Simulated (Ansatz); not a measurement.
```
CELL_PARAMETERS angstrom
      3.10655     0.00000     0.00000
     -1.55327     2.69035     0.00000
      0.00000     0.00000     4.97816
ATOMIC_POSITIONS crystal
  Al 0.66667 0.33333 0.49920
  Al 0.33333 0.66667 0.99920
  N  0.66667 0.33333 0.88080
  N  0.33333 0.66667 0.38080
```

Levels: band masses from r2SCAN with spin-orbit coupling, rigid bands (Ansatz, a first-principles code); dielectric response from LDA in Ansatz.

Problem. How strongly do carriers couple to polar optical modes here, and what mobility does that allow at 300 K?

Solution. electrons: mass 0.31 mₑ, α = 0.66, about 2100 cm²/(V·s) by the iterated Boltzmann equation for weak coupling (ε∞ 4.5, static ε 8.5, LO 112 meV).

Model: isotropic Fröhlich coupling of one parabolic band to one effective longitudinal optical (LO) phonon, from the dielectric constants and phonon modes at the zone centre, chosen so that α equals the sum over the polar modes. Acoustic, nonpolar, intervalley and impurity scattering are left out, and they lower the mobility further; with several valleys or bands the averaged mass is a rough stand-in. Semilocal functionals tend to overestimate ε∞, which makes α low and the mobility high.
